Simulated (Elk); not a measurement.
**A self-consistent single point of Al₂Cu (I4/mcm, 6 atoms in the cell) with Elk**

Computed with PBE, all-electron FP-LAPW, Elk's shipped species files, default APW+lo basis run with Elk.

This input was run:

```
tasks
  0

xctype
  20

stype
  0

swidth
  0.00999582

maxscl
  100

scale
  1.889726125

avec
   -2.9989000000    2.9989000000    2.3927350000
    2.9989000000   -2.9989000000    2.3927350000
    2.9989000000    2.9989000000   -2.3927350000

atoms
  2
  'Al.in'
  4
  0.8413900000  0.6586100000  0.5000000000    0.0 0.0 0.0
  0.1586100000  0.3413900000  0.5000000000    0.0 0.0 0.0
  0.6586100000  0.1586100000  0.8172200000    0.0 0.0 0.0
  0.3413900000  0.8413900000  0.1827800000    0.0 0.0 0.0
  'Cu.in'
  2
  0.2500000000  0.2500000000  0.0000000000    0.0 0.0 0.0
  0.7500000000  0.7500000000  0.0000000000    0.0 0.0 0.0

ngridk
  6 6 6
```

The program printed (abridged):

```
│ Elk code version 10.2.4 │

All units are atomic (Hartree, Bohr, etc.)

│ Ground-state run starting from atomic densities │

Lattice vectors :
  -5.667099676       5.667099676       4.521613840
   5.667099676      -5.667099676       4.521613840
   5.667099676       5.667099676      -4.521613840

Unit cell volume      :    580.8649393
Brillouin zone volume :   0.4270359539

Muffin-tin inner radius fraction :   0.1000000000E-01

Nuclei treated as point charges

Species :    1 (Al)
 parameters loaded from : Al.in
 name : aluminium
 nuclear charge    :   -13.00000000
 electronic charge :    13.00000000
 atomic mass :    49184.33492
 muffin-tin radius :    2.200000000
 number of radial points in muffin-tin :    397
 atomic positions (lattice), magnetic fields (Cartesian) :
   1 :  -0.15861000 -0.34139000  0.50000000    0.00000000  0.00000000  0.00000000
   2 :   0.15861000  0.34139000  0.50000000    0.00000000  0.00000000  0.00000000
   3 :  -0.34139000  0.15861000 -0.18278000    0.00000000  0.00000000  0.00000000
   4 :   0.34139000 -0.15861000  0.18278000    0.00000000  0.00000000  0.00000000

Species :    2 (Cu)
 parameters loaded from : Cu.in
 name : copper
 nuclear charge    :   -29.00000000
 electronic charge :    29.00000000
 atomic mass :    115837.2717
 muffin-tin radius :    2.235806920
 number of radial points in muffin-tin :    497
 atomic positions (lattice), magnetic fields (Cartesian) :
   1 :   0.25000000  0.25000000  0.00000000    0.00000000  0.00000000  0.00000000
   2 :  -0.25000000 -0.25000000  0.00000000    0.00000000  0.00000000  0.00000000

Total number of atoms per unit cell :    6

Spin treatment :
 spin-unpolarised

Number of Bravais lattice symmetries :   16
Number of crystal symmetries         :   16
Crystal has inversion symmetry
Real symmetric eigensolver will be used

k-point grid :      6     6     6
k-point offset :    0.000000000       0.000000000       0.000000000
   [... lines left out ...]
Maximum |G| for potential and density :    12.00000000
 potential will be trimmed for |G| > 2 gkmax
Constant for pseudocharge density :    7
Radial integration step length :    4

G-vector grid sizes :     36    36    36
Number of G-vectors :    16981

Maximum angular momentum used for
 APW functions                      :    8
 outer part of muffin-tin           :    6
 inner part of muffin-tin           :    1

Total nuclear charge    :   -110.0000000
Total core charge       :    40.00000000
Total valence charge    :    70.00000000
Total excess charge     :    0.000000000
Total electronic charge :    110.0000000

Effective Wigner radius, rₛ :    1.080267448

Number of empty states         :   24
Total number of valence states :   59
Total number of core states    :   40

Total number of local-orbitals :   62

Exchange-correlation functional :     20     0     0
 Perdew-Burke-Ernzerhof, Phys. Rev. Lett. 77, 3865 (1996)
 gradient requirement :    1
 generalised gradient approximation (GGA)

Smearing type :    0
 Gaussian
Smearing width :   0.9995820000E-02
Effective electronic temperature (K) :    3156.430308

Mixing type :    3
 Broyden mixing, J. Phys. A: Math. Gen. 17, L317 (1984)

Kohn-Sham potential initialised from atomic data
│ Self-consistent loop started │
│ Loop number : 1 │
 total energy                :     -4218.78361644
│ Loop number : 2 │
 total energy                :     -4225.50961658
RMS change in Kohn-Sham potential (target) :   0.9778526883     (  0.1000000000E-05)
Absolute change in total energy (target)   :    6.726000143     (  0.1000000000E-03)
│ Loop number : 3 │
 total energy                :     -4222.79006553
RMS change in Kohn-Sham potential (target) :   0.9945545729     (  0.1000000000E-05)
Absolute change in total energy (target)   :    1.038051017     (  0.1000000000E-03)
│ Loop number : 4 │
 total energy                :     -4232.92828681
RMS change in Kohn-Sham potential (target) :   0.8333020994     (  0.1000000000E-05)
Absolute change in total energy (target)   :    9.878708525     (  0.1000000000E-03)
│ Loop number : 5 │
 total energy                :     -4255.03910062
RMS change in Kohn-Sham potential (target) :   0.4318102210     (  0.1000000000E-05)
Absolute change in total energy (target)   :    24.58049094     (  0.1000000000E-03)
   [... lines left out ...]
Absolute change in total energy (target)   :   0.1036812287E-01 (  0.1000000000E-03)
│ Loop number : 15 │
 total energy                :     -4281.64515202
RMS change in Kohn-Sham potential (target) :   0.2232701541E-05 (  0.1000000000E-05)
Absolute change in total energy (target)   :   0.3561664004E-02 (  0.1000000000E-03)
│ Loop number : 16 │
 total energy                :     -4281.64505451
RMS change in Kohn-Sham potential (target) :   0.8350454538E-06 (  0.1000000000E-05)
Absolute change in total energy (target)   :   0.7929061967E-03 (  0.1000000000E-03)
│ Loop number : 17 │
 total energy                :     -4281.64500297
RMS change in Kohn-Sham potential (target) :   0.9115728559E-07 (  0.1000000000E-05)
Absolute change in total energy (target)   :   0.1466832755E-03 (  0.1000000000E-03)
│ Loop number : 18 │
 total energy                :     -4281.64499397
RMS change in Kohn-Sham potential (target) :   0.4909778066E-07 (  0.1000000000E-05)
Absolute change in total energy (target)   :   0.2767520527E-04 (  0.1000000000E-03)
Convergence targets achieved

│ Loop number : 19 │

Energies :
 Fermi                       :     0.284438479208
 sum of eigenvalues          :     -2413.69486173
 electron kinetic            :      4339.73677463
 core electron kinetic       :      3720.98536875
 Coulomb                     :     -8411.25989415
 Coulomb potential           :     -6481.21322955
 nuclear-nuclear             :     -536.166284074
 electron-nuclear            :     -9268.97399060
 Hartree                     :      1393.88038053
 Madelung                    :     -5170.65327938
 xc potential                :     -272.218406813
 exchange                    :     -205.325334312
 correlation                 :     -4.79653707479
 total energy                :     -4281.64499091

Density of states at Fermi energy :    49.72285532
 (states/Hartree/unit cell)

Estimated indirect band gap :   0.1842631892E-02
 from k-point     18 to k-point      2
Estimated direct band gap   :   0.5229442021E-02
 at k-point     14

Charges :
 core                        :    40.00000000
 valence                     :    70.00000000
 interstitial                :    8.986894161
 muffin-tins (core leakage)
  species :    1 (Al)
   atom    1                 :    11.22307768     (  0.4717063854E-03)
   atom    2                 :    11.22307768     (  0.4717063854E-03)
   atom    3                 :    11.22307768     (  0.4717063854E-03)
   atom    4                 :    11.22307768     (  0.4717063854E-03)
  species :    2 (Cu)
   atom    1                 :    28.06039756     (  0.3987099559E-03)
   atom    2                 :    28.06039756     (  0.3987099559E-03)
 total in muffin-tins        :    101.0131058
 total calculated charge     :    109.9519622
 total charge                :    110.0000000
 error                       :   0.4803783578E-01

│ Self-consistent loop stopped │
```

The run converged in 19 iterations. The count includes the last loop, which Elk runs after its targets are met.

The starting cell comes from a database of computed structures (which also holds hypothetical and non-ambient phases and stackings), without a prior relaxation at this level. Spin polarisation is off. Values depend on the basis (sphere radii, cutoffs, local orbitals), which need not be converged. The log's line on a gap gives a spacing of levels on this mesh, which the program prints for metals too.

Cost on one core of a shared machine: roughly 70 s.
